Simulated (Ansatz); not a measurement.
The starting structures come from a database of crystals and need not be the phases stable at ambient conditions.

The decay constant κ of evanescent states in the gap governs leakage through a thin film.

Input:

```xyz
12
Lattice="7.4017 -0.0099 -0.0059 2.8967 7.7377 -0.0039 0.9632 -0.3588 3.6286" Properties=species:S:1:pos:R:3 pbc="T T T"
Tl     5.5724     0.3090     0.5112
Tl     5.6892     7.0601     3.1076
Cu     8.5195     4.7357     2.1265
Cu     2.7421     2.6333     1.4923
Cu     6.5259     3.0358     2.4876
Cu     4.7357     4.3332     1.1312
Cu     3.4908     4.2869     3.4170
Cu     7.7708     3.0821     0.2018
S      8.1996     1.5381     1.8952
S      3.0620     5.8310     1.7236
S      6.7548     5.1380     0.6748
S      4.5069     2.2311     2.9440
```

Space group of this cell: C2/m. The cell was relaxed by PBE-D3(BJ); by r2SCAN its mean pressure is 1.7 GPa.

Transport runs along the normal of the first two printed cell vectors.

The gap is the functional's own. No spin-orbit coupling. Mid-gap values are interpolated on the energy grid.

Q: Predict the band gap and the smallest decay constant κ at mid-gap from r2SCAN in Ansatz (an electronic-structure program).

A: Gap 0.70 eV on a 8×4×8 mesh; κ = 0.095 1/Å, at (0.000, 0.500) of the in-plane reciprocal vectors. At the zone centre, at the nearest computed energy, the slowest state has κ = 0.16 1/Å.
